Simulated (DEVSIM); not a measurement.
System: Ti/SiO2/p-Ge capacitor, at 350 K.

Layer 1 from the left is SiO2, thickness (nm) 1.00. Layer 2 from the left is Ge, thickness (nm) 14000, Na (cm⁻³) 1.8e15.

Metal gate on the left, work function 4.33 eV. Fixed charge at the semiconductor interface 0 cm⁻² (in units of +e); no interface traps.

The device is made up for the run: typed textbook-type constants, with dimensions and the other settings drawn at random. Values at 300 K; Nc and Nv go as T^1.5, mobilities as T to minus their exponent, the gap by Varshni's rule with the affinity fixed.

SiO2: gap (eV) 9, affinity (eV) 0.9, permittivity 3.9. Ge: gap (eV) 0.664, affinity (eV) 4, permittivity 16, Nc (cm⁻³) 1.04e19, Nv (cm⁻³) 6e18, Varshni α (eV/K) 0.000477, Varshni β (K) 235.

Q: Estimate by hand the flat-band voltage, the threshold voltage, and compare with a numerical solution.

A: 
- Flat-band voltage: C = 3.45 μF/cm², work-function difference -0.063 V; VFB = φms − qNf/C = -0.06 V; numerical -0.06 V.
- Threshold voltage: φF = 0.063 V, depletion charge √(4εqNφF) = 1.01e-8 C/cm²; VT = VFB + 2φF + Qd/C = 0.07 V; numerical 0.07 V.

DEVSIM, 1D Poisson equation in equilibrium, Boltzmann statistics, complete ionisation; no quantum confinement or tunnelling. Metal contacts follow the ideal Schottky-Mott rule: no Fermi-level pinning, no interface dipoles.
